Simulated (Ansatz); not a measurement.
An Ansatz (an electronic-structure program) input (PBEsol (Ansatz), no spin-orbit coupling):

Ansatz 0.2 input:
```yaml
crystal:
  lattice:
    - [0, 2.8007349564, 2.7447202573]
    - [2.8007349564, 0, 2.7447202573]
    - [2.8007349564, 2.8007349564, 0]
  atoms:
    - { symbol: Na, position: [0, 0, 0] }
    - { symbol: Cl, position: [0.5, 0.5, 0.5] }
basis: { ecutwfc: 420, ecutrho_ratio: 4, xc_grid: 2, fft_grid_basis: typed }
kpoints: { mp_grid: { grid: [10, 10, 10] } }
hamiltonian:
  xc: pbesol
  dispersion: none
  pseudopotentials: { kind: paw }
scf: { occupations: { method: fermi_dirac, width: 0.05 }, convergence: { dr2_threshold: 0.0000000002 } }
relax: { f_tol: 0.005, max_steps: 50 }
output: { forces: true, stress: true }
checkpoint: { write: state.ck, write_every: 1000 }
```

Question: Which symmetry and how many k-points will the program report, and about how many plane waves at Γ?

Answer: Space group I4/mmm (ITA 139) with 16 operations, k-points 102 of 1000, and 869 plane waves at Γ.

Question: And the final pressure?

Answer: 0.59 GPa (compression positive).

The cells carry an imposed strain or load. Stability against distortions was not tested. The cell was made from NaCl in the rock salt structure (space group Fm-3m, No. 225) by this change: uniaxial strain ε_zz = −2.00 %.
